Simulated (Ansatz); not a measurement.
A computed series for TiB2: response to strain

The reference is TiB₂ (space group P6/mmm, No. 191).

```
TiB2
1.0
    3.01738     0.00000     0.00000
   -1.50869     2.61313     0.00000
    0.00000     0.00000     3.18507
Ti B
1 2
Direct
  0.00000   0.00000   0.00000
  0.33333   0.66667   0.50000
  0.66667   0.33333   0.50000
```

Cartesian axes are those of the cell as printed.

Strains are applied to the cell and any free atomic positions relax; under biaxial strain the out-of-plane vector relaxes too.

All numbers come from PBEsol (Ansatz, a program for electronic structure, PAW, spin-orbit coupling left out).

Notes on the quantities. energy relative to the base: free energy F; pressure: mean of the normal stresses, compression positive.

```tsv
variant	energy relative to the base	shortest interatomic distance	pressure	space group
base	0 meV/atom	1.742 Å	0.0 GPa	P6/mmm (No. 191)
biaxial strain −4.21 %, plane normal [001], relaxed out of plane	–	1.669 Å	23.0 GPa	P6/mmm (No. 191)
isotropic strain −1.04 %	+7.0 meV/atom	1.724 Å	8.9 GPa	P6/mmm (No. 191)
isotropic strain −0.86 %	+4.8 meV/atom	1.727 Å	7.3 GPa	P6/mmm (No. 191)
uniaxial strain ε_zz = −3.48 %	+16 meV/atom	1.742 Å	9.0 GPa	P6/mmm (No. 191)
tensor shear ε_xz = +2.61 %	+20 meV/atom	1.742 Å	0.9 GPa	C2/m (No. 12)
```

A case with no gap was solved on a k-mesh chosen for an insulator, which is coarse for it. Without a gap, meshes like the base's 13×13×10 leave anisotropic stresses uncertain by several tenths of a GPa, and small strain energies with them. Stability against distortions was not tested. All final runs are without spin polarisation.
